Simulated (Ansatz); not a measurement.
An Ansatz (an electronic-structure program) input (r2SCAN (Ansatz), no spin-orbit coupling):

Ansatz 0.2 input:
```yaml
crystal:
  lattice:
    - [4.7717611701, 0, 0]
    - [2.385880585, 4.1324663941, 0]
    - [2.385880585, -1.377488798, 1.9659975182]
  atoms:
    - { symbol: Ag, position: [0, 0, 0] }
    - { symbol: Cl, position: [0, 0.5, 0.5] }
basis: { ecutwfc: 500, ecutrho_ratio: 4, xc_grid: 4, fft_grid_basis: typed }
kpoints: { mp_grid: { grid: [10, 10, 10] } }
hamiltonian:
  xc: r2scan
  dispersion: none
  pseudopotentials: { kind: paw }
scf: { occupations: { method: fermi_dirac, width: 0.05 } }
relax: { f_tol: 0.005, max_steps: 50, cell: { stress_tol: 0.01, fix: [a, b, gamma] } }
output: { forces: true, stress: true }
checkpoint: { write: state.ck, write_every: 1000 }
```

Which symmetry and how many k-points will the program report, and about how many plane waves at Γ?

Space group R-3m (ITA 166) with 12 operations, k-points 116 of 1000, and 991 plane waves at Γ.

And the final pressure?

-0.34 GPa (compression positive).

The cells carry an imposed strain or load. Whether these cells are dynamically stable was not tested. Under biaxial strain −0.61 %, plane normal [111], relaxed out of plane the cell ends below the base's energy or with stress of the wrong sign: the atoms slid into a distortion or the cell is elastically unstable, so the base is not a stable minimum at this level. The cell was made from AgCl in the CsCl type structure (space group Pm-3m, No. 221; a model cell, its experimental status unchecked) by this change: biaxial strain −0.61 %, plane normal [111], relaxed out of plane. This is not the structure that AgCl has at room temperature and ambient pressure.
